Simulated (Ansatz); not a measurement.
# How far to go with the k-point mesh at a smearing width of 0.02 eV: Ca3BiP (P4mm, 5 atoms in the cell)

```yaml
crystal:
  lattice:
    - [5.40122, 0.00000, 0.00000]
    - [0.00000, 5.40122, 0.00000]
    - [0.00000, 0.00000, 5.40122]
  atoms:
    - { symbol: Ca, position: [0.00926, 0.50000, 0.50000] }
    - { symbol: Ca, position: [0.50000, 0.00000, 0.50000] }
    - { symbol: Ca, position: [0.50000, 0.50000, 0.00000] }
    - { symbol: Bi, position: [0.00000, 0.00000, 0.00000] }
    - { symbol: P, position: [0.50000, 0.50000, 0.50000] }
```

Level of theory: PBEsol, default PAW files made with PBE (plane waves; Ansatz, an electronic-structure program).

Base settings: basis.ecutwfc = 420 eV; kpoints.mp_grid.grid = 5 5 5; hamiltonian.xc = pbesol; hamiltonian.pseudopotentials = {kind: paw} (the program's default PAW files); scf.occupations.method = fermi_dirac; scf.occupations.width = 0.1 eV.

In this ladder: scf.occupations.width = 0.02 eV.

Only quantities that move along the ladder and can be compared are tabulated.

The count of work is k-points × plane waves × bands × iterations; it is no time. Core times come from one kind of shared machine, to one figure; runs under 30 s give none.

The starting cell comes from a database of computed structures (which also holds hypothetical and non-ambient phases and stackings), without a prior relaxation at this level. Its lattice was rescaled by up to half a per cent. One atom was moved a little off its site on purpose. Ansatz's pressure includes its estimate of the finite-basis (Pulay) stress. A gap is left out here, as mesh or smearing make it unsure.

| kpoints.mp_grid.grid | free energy less the last step's (meV/atom) | pressure (GPa) | largest difference of a force vector from the last step's (eV/Å) | count of work / last | core time / last (rough) |
|---|---|---|---|---|---|
| 2 2 2 | 146.04 | 0.07 | 0.099 | 0.028 | – |
| 3 3 3 | 18.85 | -0.90 | 0.027 | 0.024 | – |
| 4 4 4 | 4.55 | -0.99 | 0.010 | 0.062 | – |
| 5 5 5 | 1.49 | -1.00 | 0.005 | 0.062 | – |
| 6 6 6 | 0.63 | -1.01 | 0.003 | 0.14 | – |
| 7 7 7 | 0.31 | -1.01 | 0.002 | 0.14 | – |
| 8 8 8 | 0.16 | -1.01 | 0.001 | 0.26 | – |
| 10 10 10 | 0.05 | -1.01 | 0.000 | 0.44 | 0.4 |
| 12 12 12 | 0.02 | -1.01 | 0.000 | 0.68 | 0.6 |
| 15 15 15 | 0.00 | -1.01 | 0.000 | 1.0 | 1 |

Coarsest kpoints.mp_grid.grid that holds the forces within 0.02 eV/Å of the last step, with all finer ones: 4 4 4, at 0.062 of the last step's count of work; the step before is off by 0.027 eV/Å.

Coarsest kpoints.mp_grid.grid that holds the free energy within 0.5 meV/atom of the last step, with all finer ones: 7 7 7, at 0.14 of the last step's count of work; the step before is off by 0.63 meV/atom.

Coarsest kpoints.mp_grid.grid that holds the pressure within 0.5 GPa of the last step, with all finer ones: 3 3 3, at 0.024 of the last step's count of work; the step before is off by 1.1 GPa.

Keys are those of Ansatz 0.2.
